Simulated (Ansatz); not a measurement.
Input and output of a self-consistent single point for CuAu (P4/mmm, 2 atoms in the cell) (Ansatz, a quantum-chemistry and plane-wave program).

Level of theory: PBE, PAW files (plane waves; Ansatz).

```yaml
crystal:
  lattice:
    - [2.85811, 0.00000, 0.00000]
    - [0.00000, 2.85811, 0.00000]
    - [0.00000, 0.00000, 3.59092]
  atoms:
    - { symbol: Cu, position: [0.50000, 0.50000, 0.50000] }
    - { symbol: Au, position: [0.00000, 0.00000, 0.00000] }
```

Reference input (self-consistent single point, DFT, PBE, plane waves, PAW files): basis.ecutwfc = 30.9 Ry; kpoints.mp_grid.grid = 8 8 6; hamiltonian.xc = pbe; hamiltonian.pseudopotentials = {kind: paw} (the program's default PAW files); scf.occupations.method = fermi_dirac; scf.occupations.width = 0.0073 Ry. This run's input differs from it in these lines:

Ansatz 0.2 input:
```diff
@@ -9,3 +9,3 @@
 basis:
-  ecutwfc: 30.9 Ry
+  ecutwfc: 12.5 Ry
 kpoints:
```

Log, with long lists cut:

```
SCF iter   1: F=—  HF=-19738.816283 eV  |F-HF|=—  |Δ(HF+E_count)|=         —  Δρ=3.39e-1  dr2=3.41e1  ethr=3.10e-3  ⟨swp⟩=4.1  Hψ=4733  notcnv=0
all-band conjugate gradients solve this SCF's bands
preconditioner: auto → LDOS
SCF iter   2: F=—  HF=-19738.970835 eV  |F-HF|=—  |Δ(HF+E_count)|=   1.55e-1  Δρ=3.86e-1  dr2=3.19e1  ethr=3.10e-3  ⟨swp⟩=3.5  Hψ=4444  notcnv=0  defer=3
   [... lines left out ...]
SCF iter   7: F=—  HF=-19724.758887 eV  |F-HF|=—  |Δ(HF+E_count)|=   2.66e-3  Δρ=2.04e-3  dr2=1.05e-3  ethr=2.54e-5  ⟨swp⟩=2.5  Hψ=1981  notcnv=0  defer=4
SCF iter   8: F=—  HF=-19724.758563 eV  |F-HF|=—  |Δ(HF+E_count)|=   3.24e-4  Δρ=3.83e-4  dr2=4.30e-5  ethr=2.75e-6  ⟨swp⟩=2.1  Hψ=1947  notcnv=0  defer=4
SCF iter   9: F=—  HF=-19724.759246 eV  |F-HF|=—  |Δ(HF+E_count)|=   6.83e-4  Δρ=1.64e-4  dr2=5.95e-6  ethr=1.13e-7  ⟨swp⟩=2.0  Hψ=1979  notcnv=0  defer=4
SCF iter  10: F=-19724.759244 eV  HF=-19724.759244 eV  |F-HF|=4.79e-9  |Δ(HF+E_count)|=   1.76e-6  Δρ=6.31e-6  dr2=1.33e-8  ethr=2.63e-10  ⟨swp⟩=3.1  Hψ=5046  notcnv=0
SCF 1 converged in 10 iterations: F = -19724.759244 eV  dr2 = 1.33e-8
Free energy (F): -19724.759244 eV
Internal energy: -19724.736722 eV  (E = F + TS)
E sigma→0 (E₀):  -19724.747983 eV
Entropy (-TS):   -0.022522 eV (-11.261 meV/atom)
Fermi energy:    18.284412 eV
--- Forces (eV/Å), atoms counted from 1 ---
  atom   1  Cu     0.00000000     0.00000000     0.00000000
  atom   2  Au    -0.00000000    -0.00000000     0.00000000
--- Stress (GPa, compression-positive) ---
      -32.322185       0.000000       0.000000
        0.000000     -32.322185       0.000000
        0.000000       0.000000     -21.990428
  P = ⅓ Tr σ = -28.8783 GPa (-288.783 kbar)
  The stress holds the Pulay correction. Without it, at fixed plane waves, as pw.x and ABINIT print it: P = -1149.9291 GPa
```

The run converged in 10 iterations. Against the reference run the free energy goes up by 25.9 eV/atom and the pressure goes from 3.70 to -28.88 GPa.

The starting cell comes from a database of computed structures (which also holds hypothetical and non-ambient phases and stackings), without a prior relaxation at this level. Its lattice was rescaled by a random factor within 2.5 % of one. Spin-orbit coupling is off. Spin polarisation is off. Ansatz's pressure includes its estimate of the finite-basis (Pulay) stress. Without the estimate this run gives -1149.93 GPa. The cutoff lies below the one recommended for these files.
